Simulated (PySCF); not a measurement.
PySCF 2.14.0, PBE0/def2-svp, df: all-trans C5H12 (CCCCC), 17 atoms. The geometry is a generated start, not checked to be a minimum at this level.

- task: energy
- method: pbe0
- basis: def2-svp
- two-electron scheme: density fitting
- mol.max_memory: 3000 MB
- mf.init_guess: minao (default)
- mf.DIIS: CDIIS (default)
- mf.diis_space: 8 (default)
- mf.conv_tol: 1e-09 (default)
- mf.grids.level: 3 (default)
- basis functions: 130
- grid points: 188288

It runs on a single node (Arm Neoverse V2, 96 cores on 1 socket, no SMT, 1 L3 cache group).

Times are wall-clock medians of two to five repeats, from the common launch until the last copy ends, with nothing else on the machine. Processes are pinned to neighbouring cores unless said otherwise. The times hold for this build (PyPI wheel: OpenMP (GNU), a bundled serial OpenBLAS 0.3.3 under its C layer, NumPy's threaded OpenBLAS held to generic ARMv8 kernels, libcint, Libxc). Scratch files lie in a memory file system.

Ways to fill 88 cores (the node offers 329 GiB):
- 11 copies of 8 threads, 1 BLAS thread
- 88 threads, 1 BLAS thread
- 88 copies of 1 thread
- 44 copies of 2 threads, 1 BLAS thread
- 22 copies of 4 threads, 1 BLAS thread
- 2 copies of 44 threads, 1 BLAS thread
- 4 copies of 22 threads, 1 BLAS thread

**Question.** For throughput over a long queue of such jobs, how should the node be filled?

**Answer.** 88 copies of 1 thread: 15000 jobs an hour. At the low end 88 threads, 1 BLAS thread gives 1900. One job is done soonest with 2 copies of 44 threads, 1 BLAS thread (1.7 s against 21 s).

```csv
way,time till all copies end,jobs an hour,"memory in all, scratch files included"
88 copies of 1 thread,21 s,15000,41 GiB
"44 copies of 2 threads, 1 BLAS thread",12 s,13000,21 GiB
"22 copies of 4 threads, 1 BLAS thread",6.5 s,12000,10 GiB
"11 copies of 8 threads, 1 BLAS thread",3.9 s,10000,5.3 GiB
"4 copies of 22 threads, 1 BLAS thread",2.1 s,6800,1.9 GiB
"2 copies of 44 threads, 1 BLAS thread",1.7 s,4300,0.98 GiB
"88 threads, 1 BLAS thread",1.9 s,1900,0.55 GiB
```
